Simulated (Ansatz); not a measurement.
Band structure of TiGe2 (Fm-3m, 3 atoms in the cell).

```
CELL_PARAMETERS angstrom
      0.00000     3.15312     3.15312
      3.15312     0.00000     3.15312
      3.15312     3.15312     0.00000
ATOMIC_POSITIONS crystal
  Ti 0.00000 0.00000 0.00000
  Ge 0.25000 0.25000 0.25000
  Ge 0.75000 0.75000 0.75000
```

Level of theory: PBE (plane waves, PAW; Ansatz, an electronic-structure program).

Settings: basis.ecutwfc = 420 eV; kpoints.mp_grid.grid = 9 9 9; hamiltonian.xc = pbe; hamiltonian.pseudopotentials = {kind: paw} (the program's default PAW files); scf.occupations.method = methfessel_paxton; scf.occupations.width = 0.1 eV; kpoints.band_path.npoints = 16.

The starting cell was generated: these elements placed on a structure prototype, without a prior relaxation; it need not be a known phase or ordering of this composition. Spin polarisation is off.

Levels in eV from the Fermi level, bands 17 to 23:
```json
[
 {"point": "Γ", "17": "-2.82", "18": "-2.82", "19": "-2.82", "20": "0.31", "21": "0.31", "22": "3.16", "23": "3.16"},
 {"point": "X", "17": "-5.01", "18": "-2.66", "19": "-2.66", "20": "-0.08", "21": "-0.08", "22": "0.25", "23": "0.77"},
 {"point": "W", "17": "-4.24", "18": "-4.03", "19": "-0.97", "20": "-0.97", "21": "-0.06", "22": "0.66", "23": "1.20"},
 {"point": "K", "17": "-4.56", "18": "-2.72", "19": "-2.35", "20": "-0.49", "21": "0.06", "22": "0.76", "23": "0.95"},
 {"point": "L", "17": "-2.10", "18": "-2.10", "19": "-0.98", "20": "-0.19", "21": "-0.19", "22": "0.41", "23": "0.54"},
 {"point": "U", "17": "-4.56", "18": "-2.72", "19": "-2.35", "20": "-0.49", "21": "0.06", "22": "0.76", "23": "0.95"}
]
```

Bands cross the Fermi level along this path, so the cell is metallic at this level.

Keys are those of Ansatz 0.2.
